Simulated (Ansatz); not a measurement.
Carrier properties of BAs under load (space group I-4m2)

Consider the following.

```yaml
crystal:
  lattice:
    - [0.00000, 2.40604, 2.28929]
    - [2.40604, 0.00000, 2.28929]
    - [2.40604, 2.40604, 0.00000]
  atoms:
    - { symbol: B, position: [0.00000, 0.00000, 0.00000] }
    - { symbol: As, position: [0.25000, 0.25000, 0.25000] }
```

Computed with r2SCAN with spin-orbit coupling, rigid bands (plane waves, PAW; Ansatz, a program for electronic structure). Condition of this run: uniaxial stress along [001] of 9.6 GPa (compression positive) (the target of the relaxation). Geometry: cell and atoms relaxed with PBEsol, then loaded as said.

```yaml
band_gap: 0.54 eV
electron conductivity mass (300 K, dilute): 0.22 (x), 0.22 (y), 1.02 (z) mₑ
hole conductivity mass (300 K, dilute): 0.22 (x), 0.22 (y), 0.28 (z) mₑ
effective density of states N_c (300 K): 1.1e19 cm⁻³
effective density of states N_v (300 K): 2.7e18 cm⁻³
density_of_states_mass_electrons: 0.59 mₑ
density_of_states_mass_holes: 0.23 mₑ
Seebeck coefficient, n-type 1e19 cm⁻³, 300 K: -229 μV/K
best n-type power factor at 300 K for τ = 10 fs (best axis; densities from 1e16 to 1e21 cm⁻³ tried, whether or not they can be reached): 8.1 μW/(cm·K²) at 3e19 cm⁻³
Seebeck coefficient, p-type 1e19 cm⁻³, 300 K: 131 μV/K
```

Rigid bands; masses and Seebeck coefficients take one relaxation time τ for all states and one kind of carrier; polarons and phonon drag are left out. Geometry: cell and atoms relaxed with PBEsol.
